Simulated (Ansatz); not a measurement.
Base system: WC (space group P-6m2, No. 187; a = 2.8843 Å, c = 2.8115 Å; relaxed with 0.1 eV smearing). Axes: x lies along a and z along c of the hexagonal cell.

Calculations: plane-wave PAW DFT at the LDA level (Ansatz, an electronic-structure program, 420 eV), without spin-orbit coupling.

Modification: the cell is compressed by 1.50 % along z with no lateral relaxation, atoms relaxed at fixed cell.

Question: Predict the new energy relative to the base and stress.

Answer: The energy grows by 7.5 meV/atom; the stress (xx, yy, zz, yz, xz, xy; compression positive) is (3.1, 3.1, 16.0, 0.0, 0.0, 0.0) GPa.

The cells carry an imposed strain or load. No phonon test of stability was made. All final runs are without spin polarisation.
